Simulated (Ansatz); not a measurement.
Al on the Si site (beta Si3N4 host)

The numbers are results of PBE, PAW (plane waves to 420 eV; Ansatz, an electronic-structure program), not measurements. Cell: 84 sites, 1×1×3; final energies on a 2×2×2 shifted mesh. Site at the start: the Si(1,4-fold) site. Energies of charged states are corrected for periodic images (point charge plus alignment at distant sites). Dielectric constants: PBE linear response of the host. Host gap at this level: 4.25 eV. Finite-size and sampling errors can reach tenths of an eV here. The semilocal functional narrows the gap, so deep levels can fall outside it. Spin–orbit coupling is left out. Each state is the lowest found from its start.

Formation energies E_f are given with the Fermi level at the valence-band maximum. Chemical conditions: N-rich (Δμ(Si) = -2.47 eV, Δμ(Al) = -2.74 eV, bounded by wurtzite AlN; only phases computed here count, gases as isolated molecules at 0 K); Si-rich (Δμ(Si) = 0.00 eV, Δμ(Al) = -0.88 eV, bounded by wurtzite AlN; only phases computed here count, gases as isolated molecules at 0 K). Reference phases: Al: fcc Al, Si: silicon.

```tsv
charge	moment (μB)	largest move off a lattice site (Å)	image correction with alignment (eV)	E_f, N-rich (eV)	E_f, Si-rich (eV)
+1†	not spin-polarised	0.10	0.04	–	–
0†	1.0	0.10	0.00	1.64	2.26
−1	not spin-polarised	0.10	0.25	1.74	2.35
```

† Not settled in this cell, so no level is given: charge +1: a level filled in part, no spin-polarised start tried, level within 0.1 eV of a band edge or past it; charge 0: level within 0.1 eV of a band edge or past it.

Flagged in the runs: a doubtful potential alignment, a host whose relaxation on this sampling wasn't shown to rest.

All states together cost roughly 50 core-minutes.
